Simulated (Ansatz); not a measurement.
Consider this model of amorphous In$_{24}$O$_{38}$Zr.

```xyz
63
Lattice="9.6175 0.0000 0.0000 0.0000 9.6175 0.0000 0.0000 0.0000 9.6175" Properties=species:S:1:pos:R:3 pbc="T T T"
In     4.3811     3.4943     5.3491
In     8.7543     3.7314     9.1630
In     5.1759     3.7791     8.6592
In     9.2226     0.6906     7.4811
In     4.0567     6.9807     7.1450
In     1.4844     1.8725     4.6724
In     2.7600     1.6023     7.9383
In     7.9310     3.8631     5.3331
In     1.2299     4.9011     6.3070
In     1.3119     8.2965     5.2481
In     0.0408     7.2292     0.9563
In     7.9667     0.2844     4.6495
In     5.7537     0.0817     7.6820
In     6.9106     0.8845     1.1179
In     3.6974     6.5454     3.2188
In     0.7733     1.2811     1.1124
In     6.6742     3.9884     2.2105
In     7.4189     6.7335     3.5658
In     4.7323     9.5339     4.1229
In     7.9214     6.8035     7.0774
In     2.3904     5.5536     9.6061
In     0.8767     4.7608     2.9767
In     3.5526     2.7397     2.0296
In     3.4055     8.7992     0.5006
O      0.6323     2.1339     8.6861
O      8.3640     4.9480     2.9460
O      5.5179     2.5599     1.2443
O      3.4936     7.6983     5.1511
O      8.3058     1.8574     5.9541
O      0.8505     6.3297     4.7440
O      1.4750     2.6974     2.5178
O      4.7795     4.9284     6.8989
O      8.8261     4.7045     7.2199
O      6.6019     0.3962     3.1152
O      6.8080     4.7322     9.6113
O      1.0917     8.9174     0.4093
O      7.4729     0.8637     8.6288
O      6.1230     9.2426     5.6427
O      0.3811     5.0709     0.5274
O      4.1414     6.7633     9.6161
O      6.0164     7.4180     7.8380
O      3.6330     1.7226     4.0975
O      6.2086     3.3746     4.2571
O      2.0517     6.2949     7.6369
O      3.7423     8.5384     2.5828
O      3.3847     4.4971     3.5705
O      1.8869     6.4129     1.9995
O      2.4631     3.1490     6.3409
O      1.5383     0.5180     6.4249
O      5.6638     8.9740     0.4387
O      8.1753     7.2045     9.0914
O      7.1316     5.9445     5.3748
O      2.9212     1.2361     0.5463
O      0.4075     0.1426     3.8400
O      8.4489     2.3589     1.2776
O      7.8920     7.8164     1.9250
O      4.8474     2.0868     7.4383
O      5.7273     6.0977     2.3365
O      3.3639     3.7830     0.0844
O      8.9201     8.5050     6.2539
O      0.3530     3.6742     4.7552
O      3.6947     9.1283     7.9630
Zr     6.3084     7.0607     0.3697
```

Calculation: PBE, scalar-relativistic without spin-orbit coupling (plane waves to 420 eV, PAW; Ansatz, a first-principles code).

A CHGNet melt-quench gave the starting glass, which DFT then relaxed. O atoms were pushed apart under 1.9 Å during the dynamics, to hinder bonds among them. The hot cell started wider than the set density and was brought back towards it in steps. It is the lowest in DFT energy of 2 quenches. It is a model cell: composition and starting density were chosen by hand, and all elements were melted together. No dispersion term was used. Its density started from a set value of 6.45 and ended at 6.45 g/cm³. Cooling (nominally 220 K/ps over its main leg) ran many orders faster than in experiment, which tends to leave more defects and strain. One small periodic cell is one sample of the glass; other quenches scatter about these values. The volume was held where the preparation left it, at a PBE pressure of 0.7 GPa. Stress components on the final sampling reach 2.5 GPa.

Bonds are counted up to In-In 3.12 Å, In-O 2.74 Å, In-Zr 3.27 Å, O-O 1.58 Å, O-Zr 2.65 Å, Zr-Zr 3.41 Å. Two cations that share two anions don't count as bonded, nor two that share one unless they lie closer than In-In 3.04 Å, In-Zr 3.18 Å, Zr-Zr 3.32 Å.

### Question
Give the coordination numbers, mean bond lengths and angles.

### Answer

The mean coordination of In by anions comes out as 5.42 (1 with 4, 13 with 5, 9 with 6, 1 with 7) and the mean coordination of O is 3.61 (15 with 3, 23 with 4). The mean coordination of Zr by anions is 7.00 (1 with 7) and the mean In-O bond comes out as 2.203 Å (spread 0.121 Å, 130 counted). The mean O-Zr bond is 2.219 Å (spread 0.128 Å, 7 counted). The bond angle at In comes out as mean 104.7°, spread 28.8° and the bond angle at O is mean 110.0°, spread 15.2°. The bond angle at Zr comes out as mean 102.2°, spread 30.2°.

### Question
List the pairs of like atoms that count as bonded by the rules above.

### Answer
There are none by these rules.
